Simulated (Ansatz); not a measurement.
The parent structure is WSe₂ in the 2H-MoS2 type structure (space group P6_3/mmc, No. 194; layered, stacked along the Cartesian z axis).

```xyz
6
Lattice="3.2305 0.0000 0.0000 -1.6153 2.7977 0.0000 0.0000 0.0000 12.4113" Properties=species:S:1:pos:R:3 pbc="T T T"
W      0.0000     1.8651     3.1028
W      1.6153     0.9326     9.3085
Se     0.0000     1.8651     7.6274
Se     1.6153     0.9326     1.4217
Se     1.6153     0.9326     4.7839
Se     0.0000     1.8651    10.9896
```

Levels (all Ansatz, a quantum-chemistry and plane-wave program, PAW): PBEsol-D3(BJ) (420 eV, spin-orbit coupling left out); r2SCAN (500 eV, no SOC); HSE06 (420 eV, spin-orbit coupling left out).

Levels that relaxed their own cell: PBEsol-D3(BJ).

```json
[
 {"level": "PBEsol-D3(BJ)", "band gap": "0.67 eV", "lattice parameter a": "3.231 Å", "lattice parameter c": "12.411 Å"},
 {"level": "r2SCAN", "band gap": "0.83 eV", "lattice parameter a": "–", "lattice parameter c": "–"},
 {"level": "HSE06", "band gap": "1.14 eV", "lattice parameter a": "–", "lattice parameter c": "–"}
]
```

Task: What does experiment give, and how far off is each level?

Result: Measured: band gap 1.2 eV (room temperature; as listed in Carlos M. O. Bastos et al., Physical Review Materials (2019)); lattice parameter a 3.282 Å (room temperature; as listed in arXiv:1605.07067); lattice parameter c 12.96 Å (room temperature; as listed in arXiv:1605.07067). Computed minus measured — band gap: PBEsol-D3(BJ) -0.53 eV, r2SCAN -0.37 eV, HSE06 -0.06 eV (closest: HSE06); lattice parameter a: PBEsol-D3(BJ) -1.6 %; lattice parameter c: PBEsol-D3(BJ) -4.2 %. Measured values not marked as corrected hold thermal and zero-point effects that the static-lattice runs lack. A measured gap can be an optical one, lowered by exciton binding. Levels without spin-orbit coupling miss its effect on the gap.

Single points use the geometry relaxed with PBEsol-D3(BJ). HSE06 gaps are upper bounds (no full band path). With W present, leaving out spin-orbit coupling can change the band edges. No phonon test of stability was made.
